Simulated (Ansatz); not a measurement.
```yaml
crystal:
  lattice:
    - [4.07765, 0.00000, 0.00000]
    - [0.00000, 4.07765, 0.00000]
    - [0.00000, 0.00000, 29.36768]
  atoms:
    - { symbol: Ge, position: [0.00000, 0.00000, 0.00426] }
    - { symbol: Ge, position: [0.50000, 0.00000, 0.05354] }
    - { symbol: Ge, position: [0.50000, 0.50000, 0.10310] }
    - { symbol: Ge, position: [0.00000, 0.50000, 0.15238] }
    - { symbol: Sn, position: [0.00000, 0.00000, 0.20932] }
    - { symbol: Sn, position: [0.50000, 0.00000, 0.27610] }
    - { symbol: Sn, position: [0.50000, 0.50000, 0.34276] }
    - { symbol: Sn, position: [0.00000, 0.50000, 0.40981] }
    - { symbol: Sn, position: [0.00000, 0.00000, 0.47711] }
    - { symbol: Sn, position: [0.50000, 0.00000, 0.54462] }
    - { symbol: Sn, position: [0.50000, 0.50000, 0.61202] }
    - { symbol: Sn, position: [0.00000, 0.50000, 0.67953] }
    - { symbol: Sn, position: [0.00000, 0.00000, 0.74683] }
    - { symbol: Sn, position: [0.50000, 0.00000, 0.81388] }
    - { symbol: Sn, position: [0.50000, 0.50000, 0.88054] }
    - { symbol: Sn, position: [0.00000, 0.50000, 0.94732] }
```

Method: PBE (plane waves to 420 eV, PAW; Ansatz, a program for electronic structure). Scalar-relativistic, without spin–orbit coupling. Its k-point mesh 8×8×1, Fermi–Dirac width 0.01 eV.

**Question.** This cell holds two materials in layers. Name them, and give its gap.

**Answer.** A (001) superlattice of 2 double layers of Ge and 6 of Sn (both in the zinc blende type), in-plane lattice that of Ge; the cell holds Ge4Sn12.
```
Quantity                                                                                            Result
---------------------------------------------------------------------  -----------------------------------
strain of bulk Sn held on this lattice, in plane and along the normal              -13.39 %, then +19.23 %
PBE gap of the superlattice over the mesh and listed points off it     closed, bands overlapping by 0.7 eV
```
